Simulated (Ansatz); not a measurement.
Base system: an 8-atom supercell of Cu in the fcc (Cu type) structure (space group Fm-3m, No. 225; a = 3.5634 Å) at its relaxed geometry.

Calculations: Ansatz (a first-principles code), PBEsol, PAW, cutoff 420 eV, no spin-orbit coupling, earlier PAW set.

Before the change:

```
Item        Value
--------  -------
Pressure  0.1 GPa
```

Perturbation: one Cu atom is added in an open site, starting 1.78 Å from the nearest host atom, atoms relaxed at fixed cell, starting from a slightly rattled geometry.

Problem. How does this affect the largest displacement of a host atom from its site in the perfect cell?

Solution. The largest displacement of a host atom from its site in the perfect cell comes out as 0.49 Å.

Problem. How does this affect the final site of the added atom?

Solution. The final site of the added atom is 14 Cu at 2.02–3.09 Å.

Problem. Estimate the effect on the pressure.

Solution. The pressure increases by 56.6 GPa, from 0.1 GPa to 56.7 GPa.

In so small a cell the defect repeats every few ångströms: this is an ordered compound, not a dilute defect. All final runs are without spin polarisation. The defect cell is not spin-polarised.
